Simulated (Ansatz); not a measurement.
A computed series for Cu: response to strain

The parent structure is Cu in the fcc (Cu type) structure (space group Fm-3m, No. 225; a = 3.5638 Å). Axes: x, y, z lie along the cube axes.

Strains are applied to the cell and any free atomic positions relax.

The values are results of PBEsol in Ansatz (plane waves to 420 eV, PAW, without spin-orbit coupling), not measurements.

Candidates:
(a) isotropic strain +3.89 %
(b) uniaxial strain ε_xx = −1.50 %
(c) tensor shear ε_xz = −1.91 %

Notes on the quantities. energy relative to the base: free energy F.

**Question.** Order them by energy relative to the base, highest first.

**Answer.** (a) isotropic strain +3.89 % (+70 meV/atom), (c) tensor shear ε_xz = −1.91 % (+5.3 meV/atom), (b) uniaxial strain ε_xx = −1.50 % (+1.7 meV/atom)

Without a gap, meshes like the base's 22×22×22 leave anisotropic stresses uncertain by several tenths of a GPa, and small strain energies with them. No phonon test of stability was made. All final runs are without spin polarisation.

Ansatz is a first-principles code.
